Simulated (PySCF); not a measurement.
PySCF 2.14.0, CAM-B3LYP/def2-tzvp: In(F)3 ([F][In]([F])[F]), 4 atoms. The geometry is a generated start, not checked to be a minimum at this level.

```json
{
  "task": "energy",
  "method": "cam-b3lyp",
  "basis": "def2-tzvp",
  "mol.max_memory": "7000 MB",
  "mf.init_guess": "minao (default)",
  "mf.DIIS": "CDIIS (default)",
  "mf.diis_space": "8 (default)",
  "mf.conv_tol": "1e-09 (default)",
  "mf.grids.level": "3 (default)",
  "effective_core_potentials": "those of the basis set, past Kr",
  "basis functions (reference run)": "143",
  "grid points (reference run)": "64664"
}
```

```xyz
4

In    -0.0041     0.0049     0.0065
F     -1.6577    -1.0524     0.0558
F     -0.0080     1.8158    -0.7452
F      1.6699    -0.7684     0.6829
```

The reference run uses exact four-centre integrals. Each setting ran once; only counts and results are compared.

Settings tried, all else as in the reference:
- density fitting, auxbasis = autoaux
- density fitting
- density fitting, auxbasis = def2-universal-jfit
- density fitting of J alone, exact K
- COSX exchange (sgx_fit, pjs) with fitted J, mf.with_df.grids_level_i = 1, mf.with_df.grids_level_f = 2 (default)
- COSX exchange (sgx_fit, pjs) with fitted J, mf.with_df.grids_level_i = 1, mf.with_df.grids_level_f = 1
- COSX exchange (sgx_fit, pjs) with fitted J, mf.with_df.grids_level_i = 1, mf.with_df.grids_level_f = 3
- COSX exchange (sgx_fit, pjs) with fitted J, mf.with_df.grids_level_i = 1, mf.with_df.grids_level_f = 4

Sort the settings: which keep to the reference within 1.0 meV/atom in energy, and which don't?

Within it: density fitting, auxbasis = autoaux; density fitting; density fitting of J alone, exact K; COSX exchange (sgx_fit, pjs) with fitted J, mf.with_df.grids_level_i = 1, mf.with_df.grids_level_f = 4; COSX exchange (sgx_fit, pjs) with fitted J, mf.with_df.grids_level_i = 1, mf.with_df.grids_level_f = 3; COSX exchange (sgx_fit, pjs) with fitted J, mf.with_df.grids_level_i = 1, mf.with_df.grids_level_f = 2 (default). Outside: COSX exchange (sgx_fit, pjs) with fitted J, mf.with_df.grids_level_i = 1, mf.with_df.grids_level_f = 1; density fitting, auxbasis = def2-universal-jfit.

| setting | energy against the reference |
|---|---|
| density fitting, auxbasis = autoaux | +0.086 meV/atom |
| density fitting | −0.33 meV/atom |
| density fitting of J alone, exact K | −0.60 meV/atom |
| COSX exchange (sgx_fit, pjs) with fitted J, mf.with_df.grids_level_i = 1, mf.with_df.grids_level_f = 4 | −0.60 meV/atom |
| COSX exchange (sgx_fit, pjs) with fitted J, mf.with_df.grids_level_i = 1, mf.with_df.grids_level_f = 3 | −0.63 meV/atom |
| COSX exchange (sgx_fit, pjs) with fitted J, mf.with_df.grids_level_i = 1, mf.with_df.grids_level_f = 2 (default) | −0.66 meV/atom |
| COSX exchange (sgx_fit, pjs) with fitted J, mf.with_df.grids_level_i = 1, mf.with_df.grids_level_f = 1 | −1.7 meV/atom |
| density fitting, auxbasis = def2-universal-jfit | +3300 meV/atom |

Total energies are compared; such shifts often cancel in part in energy differences. sgx_fit (COSX, pjs=True) fits J as well, so its difference is the sum of the grid's shift in exchange and the fit's in Coulomb. def2-universal-jfit is made for Coulomb alone and misses functions that exchange needs. Also tried and not ranked: density fitting, auxbasis = def2-universal-jkfit (same energy as a listed run). The tolerance is a choice made for this comparison.
